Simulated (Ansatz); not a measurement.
Take TlBr in the CsCl type structure (space group Pm-3m, No. 221; a = 4.0532 Å) as the base.

Level of theory: PBE (Ansatz, an electronic-structure program; PAW; 420 eV plane waves; without spin-orbit coupling).

Strains are applied to the cell and any free atomic positions relax.

One change was made to it. Results:

The mean gap deformation potential ΔEg/Δln V comes out as +2.5 eV; the energy increases by 1.9 meV/atom; the electron mass changes from 0.18 mₑ along k, 0.24 mₑ across (at X) to 0.17 mₑ along k, 0.23 mₑ across (at X); the hole mass changes from 0.31 mₑ along k, 0.52 mₑ across (at X) to 0.28 mₑ along k, 0.49 mₑ across (at X); the gap character remains direct at X.

What was done to the base?
(A) isotropic strain −1.00 %
(B) isotropic strain −1.50 %
(C) isotropic strain −3.00 %

A, isotropic strain −1.00 %. For comparison, the energy relative to the base in the other runs: isotropic strain −3.00 % gives +19 meV/atom; isotropic strain −1.50 % gives +4.3 meV/atom.

With Tl present, leaving out spin-orbit coupling can change the band edges. Masses are band curvatures over ±0.01 Å⁻¹ around the edge. Along k means along the line from Γ to the band edge. No phonon test of stability was made.
